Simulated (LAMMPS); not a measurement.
MD of CdTe (zinc blende) at zero pressure, 4096 atoms, as a liquid; each row is its own run.

Computed with classical MD, pair style sw, file CdTeZnSeHgS0.sw, run in LAMMPS.

| T (K) | D(Cd) (cm²/s) |
|---|---|
| 1220 | 1.96e-5 |
| 1350 | 3.67e-5 |
| 1690 | 9.21e-5 |
| 1890 | 0.000126 |
| 2160 | 0.000185 |

Q: Fit an Arrhenius law, ln y = a + b / x, to these rows (x is the first column, y the second) and predict the run at x = 1490.

A: Least squares gives a = -5.6782 and b = -6211. The slope times kB gives an activation energy of 0.54 eV. At x = 1490 the fit predicts 5.29e-5 cm²/s. The run itself gave (5.59 ± 0.05) × 10^-5 cm²/s, so the fit is 5.4 % low.

Caution (row 1220): enthalpy drifts during the constant-pressure average: a transition or slow ageing; fluctuation values are void.

Caution: the real compound melts congruently only under the pressure of its own vapour and loses its more volatile element when open.

Caution (rows 1220; 1350; 1490): this liquid lies under the melting point of about 1610 K that CdTeZnSeHgS0.sw gives, so it is undercooled.

Errors of D are the spread over four groups of atoms in one short run; a floor of about 5 %, a picked value, is safer.
